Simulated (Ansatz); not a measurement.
Pressure series in Mo

Consider Mo in the bcc (W type) structure (space group Im-3m, No. 229).

```
Mo
1.0
   -1.57529     1.57529     1.57529
    1.57529    -1.57529     1.57529
    1.57529     1.57529    -1.57529
Mo
1
Direct
  0.00000   0.00000   0.00000
```

Cell and atoms are relaxed at each pressure.

All numbers come from Ansatz (a first-principles code), r2SCAN, PAW, cutoff 500 eV, no SOC.

Notes on the quantities. enthalpy: H = E + PV relative to the base's energy.

| variant | density | enthalpy |
|---|---|---|
| base | 10.19 g/cm³ | – |
| pressure −2 GPa | 10.11 g/cm³ | -0.20 eV/atom |
| pressure −1 GPa | 10.15 g/cm³ | -0.10 eV/atom |
| pressure 1.8 GPa | 10.26 g/cm³ | +0.18 eV/atom |
| pressure 4.2 GPa | ___ | +0.41 eV/atom |
| pressure 9 GPa | 10.51 g/cm³ | +0.86 eV/atom |
| pressure 18 GPa | ___ | +1.70 eV/atom |
| pressure 30 GPa | 11.16 g/cm³ | +2.79 eV/atom |
| pressure 45 GPa | 11.57 g/cm³ | +4.10 eV/atom |
| pressure 60 GPa | 11.94 g/cm³ | +5.37 eV/atom |

Problem. What belongs in the blanks?

Solution. 
- pressure 4.2 GPa, density: 10.34 g/cm³
- pressure 18 GPa, density: 10.80 g/cm³

Load acts through the strain it causes; cell and atoms are relaxed under it. No phonon test of stability was made. No other phases were tried under pressure. All final runs are without spin polarisation.
